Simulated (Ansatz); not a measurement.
Given:

```
MoS2
1.0
    3.14944     0.00000     0.00000
   -1.57472     2.72750     0.00000
    0.00000     0.00000    12.09150
Mo S
2 4
Direct
  0.33333   0.66667   0.25000
  0.66667   0.33333   0.75000
  0.33333   0.66667   0.61852
  0.66667   0.33333   0.11852
  0.66667   0.33333   0.38148
  0.33333   0.66667   0.88148
```

No spin polarisation.

0.727 electrons added to each cell, a density of 7.0×10^21 cm⁻³, with a uniform compensating background at fixed cell and a 300 K Fermi–Dirac width.

Level of theory: PBE-D3(BJ) (Ansatz, a first-principles code, PAW, spin-orbit coupling left out), earlier PAW set. Γ-centred 17×17×4 mesh, Fermi–Dirac width 0.0259 eV.

Task: What is the computed Fermi level relative to the doped band's edge (positive inside the band; to 0.05 eV)?

Result: +0.55 eV.

Task: What is the computed gap between the host's bands?

Result: 0.72 eV.

Carriers are added with a uniform compensating background; total energy and stress of such cells depend on the potential's zero and are not compared; many-body gap narrowing is missing at this level. Stability against distortions was not tested. The cell was made from MoS2 in the 2H-MoS2 type structure (space group P6_3/mmc, No. 194; layered, stacked along the Cartesian z axis) by this change: electrons 7.0×10^21 cm⁻³.
